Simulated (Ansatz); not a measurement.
# Evanescent states of NaCl (Fm-3m, rock salt, 2 atoms a cell, 21.8 Å³ an atom) along the normal of (001)

These are r2SCAN (plane waves, PAW; Ansatz, a program for electronic structure) values and carry that method's errors.

The gap is the functional's own. No spin-orbit coupling. Mid-gap values are interpolated on the energy grid.

Energies count from the valence-band top; κ is the least over a 8×8 mesh across the current.

| E (eV) | κ (1/Å) | where |
|---|---|---|
| 0.14 | 0.150 | Γ |
| 0.42 | 0.247 | Γ |
| 0.70 | 0.304 | Γ |
| 0.98 | 0.343 | Γ |
| 1.26 | 0.371 | Γ |
| 1.54 | (withheld) | Γ |
| 1.82 | (withheld) | Γ |
| 2.10 | (withheld) | Γ |
| 2.38 | (withheld) | Γ |
| 2.66 | (withheld) | Γ |
| 2.94 | (withheld) | Γ |
| 3.22 | (withheld) | Γ |
| 3.50 | (withheld) | Γ |
| 3.78 | (withheld) | Γ |
| 4.06 | (withheld) | Γ |
| 4.34 | (withheld) | Γ |
| 4.62 | 0.341 | Γ |
| 4.90 | 0.313 | Γ |
| 5.18 | 0.277 | Γ |
| 5.46 | 0.231 | Γ |
| 5.74 | 0.167 | Γ |

**Question.** What belongs in the gaps?

**Answer.** 
- 1.54, κ (1/Å): 0.391
- 1.82, κ (1/Å): 0.406
- 2.10, κ (1/Å): 0.416
- 2.38, κ (1/Å): 0.421
- 2.66, κ (1/Å): 0.423
- 2.94, κ (1/Å): 0.421
- 3.22, κ (1/Å): 0.417
- 3.50, κ (1/Å): 0.409
- 3.78, κ (1/Å): 0.397
- 4.06, κ (1/Å): 0.383
- 4.34, κ (1/Å): 0.364
